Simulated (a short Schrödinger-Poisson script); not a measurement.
Stack: MOS inversion layer, SiO2 on p-type Si(100), at 300 K.

```
layer  material  thickness (nm)  Na (cm⁻³)
-----  --------  --------------  ---------
1          SiO2             2.5          -
2            Si             280     2.3e18
```

Constants are typed, rounded textbook-type inputs, not results; the design itself was drawn at random and stands for no fabricated device. SiO2: permittivity 3.9, conduction-band edge (eV) 3.15, gap (eV) 9, electron mass (mₑ) 0.5. Si: permittivity 11.7, conduction-band edge (eV) 0, gap (eV) 1.124, Nv at 300 K (cm⁻³) 3.1e19.

Channel valleys (confinement mass, in-plane density-of-states mass, number): Δ2 0.916, 0.19, 2; Δ4 0.19, 0.417, 4. At the gate the conduction-band edge of layer 1 lies 3.45 eV − eVg above the Fermi level of the channel; the field vanishes at the back. Gaps are held at their typed values at every temperature. Mesh 0.03 nm at interfaces.

Solved with a short Schrödinger-Poisson script written for these runs: 1D Poisson equation in equilibrium, electrons quantum, Hartree (BenDaniel-Duke, 12 states a valley, the channel's in-plane mass for all, wave functions free to enter the dielectric), parabolic valleys, classical holes, full ionisation, no traps, pinning or gate leakage.

The same stack at other levels of the model or other numerical settings:

```tsv
run	sheet density of all electrons at Vg = 2.4 V (cm⁻²)	sheet density of all electrons at Vg = 1.2 V (cm⁻²)	capacitance at Vg = 2.4 V (μF/cm²)	centroid of the channel electrons at Vg = 2.4 V (nm)	rough cost against the base
base	9.56e12	8.97e11	1.22	1.06	about 1
electrons treated as classical, Boltzmann	1.16e13	1.93e12	1.34	0.22	0.03
electrons treated as classical, Fermi-Dirac	1.11e13	1.84e12	1.28	0.38	0.2
mesh six times as coarse	9.53e12	8.88e11	1.22	1.06	0.2
one subband a valley	9.56e12	8.95e11	1.22	1.05	0.4
```

The classical rows ignore confinement, and Boltzmann statistics overrate the density once the band edge passes the Fermi level.
